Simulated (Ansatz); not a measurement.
Base system: Ti in the hcp (Mg type) structure (space group P6_3/mmc, No. 194; a = 2.9016 Å, c = 4.5930 Å; relaxed with 0.1 eV smearing). Axes: x lies along a and z along c of the hexagonal cell.

Calculations: Ansatz (a program for electronic structure), PBEsol, PAW, cutoff 420 eV, scalar-relativistic without spin-orbit coupling.

For the base:

| Quantity | Value |
|---|---|
| Pressure | 0.0 GPa |
| Shortest interatomic distance | 2.843 Å |
| Band gap | zero |

Perturbation: tensile biaxial strain of 0.50 % in the plane normal to [001], as in epitaxy on a mismatched substrate; the out-of-plane cell vector and the atoms relax.

Problem. Predict the new pressure.

Solution. The pressure (mean of the normal stresses, compression positive) goes from zero to -0.7 GPa.

Problem. How does this affect the out-of-plane strain?

Solution. The out-of-plane strain comes out as -0.41 %.

Problem. Predict the new shortest interatomic distance.

Solution. The shortest interatomic distance falls by 0.003 Å to 2.840 Å.

Problem. Estimate the effect on the band gap.

Solution. The band gap stays zero.

Stability against distortions was not tested. All final runs are without spin polarisation.
